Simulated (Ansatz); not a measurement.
Consider HfS$_{2}$ in the CdI2 type structure (space group P-3m1, No. 164; a = 3.547 Å, c = 5.577 Å; layered, stacked along the Cartesian z axis).

Level of theory: Ansatz (a quantum-chemistry and plane-wave program), PBEsol-D3(BJ), PAW, cutoff 420 eV, spin-orbit coupling left out.

One change was made to it. Results:

```json
[
 {"quantity": "band gap", "base": "0.45 eV", "after": "zero"},
 {"quantity": "shortest interatomic distance", "base": "2.516 Å", "after": "2.410 Å"}
]
```

Q: Name the change that was made.
A. pressure −2 GPa
B. pressure 1.8 GPa
C. pressure 30 GPa

A: C, pressure 30 GPa. For comparison, the band gap in the other runs: pressure −2 GPa gives 0.80 eV; pressure 1.8 GPa gives 0.24 eV.

A case with no gap was solved on a k-mesh chosen for an insulator, which is coarse for it. With Hf present, leaving out spin-orbit coupling can change the band edges. Load acts through the strain it causes; cell and atoms are relaxed under it. Stability against distortions was not tested. No other phases were tried under pressure. The final runs are not spin-polarised. The zero or small gap of HfS2 under pressure 1.8 GPa can change with the level of theory.
